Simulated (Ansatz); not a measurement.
Start from Pd in the fcc (Cu type) structure (space group Fm-3m, No. 225; a = 3.945 Å; relaxed with 0.1 eV smearing). Axes: x, y, z lie along the cube axes.

Method: PBE in Ansatz (plane waves to 420 eV, PAW, spin-orbit coupling left out).

One thing is altered: an isotropic linear strain of +1.50 %, atoms relaxed at fixed cell.

Q: Predict the stress tensor and what it implies for the stiffness.

A: Stress of the strained cell less that of the base (GPa, compression positive):
```
   -6.6     0.0     0.0
    0.0    -6.6     0.0
    0.0     0.0    -6.6
```

Then B = −ΔP/(ΔV/V₀) with ΔV/V₀ = 0.0457 gives secant stiffness values (nonlinear terms included at this strain): B ≈ 144 GPa.

As a check, the harmonic strain energy −½ V₀ Δσ:ε is 14 meV/atom; the computed energy rise is 15 meV/atom.

No phonon test of stability was made. The final runs are not spin-polarised. Pd lies near a magnetic instability that expansion can trigger; it was not tested.

Ansatz is a program for electronic structure.
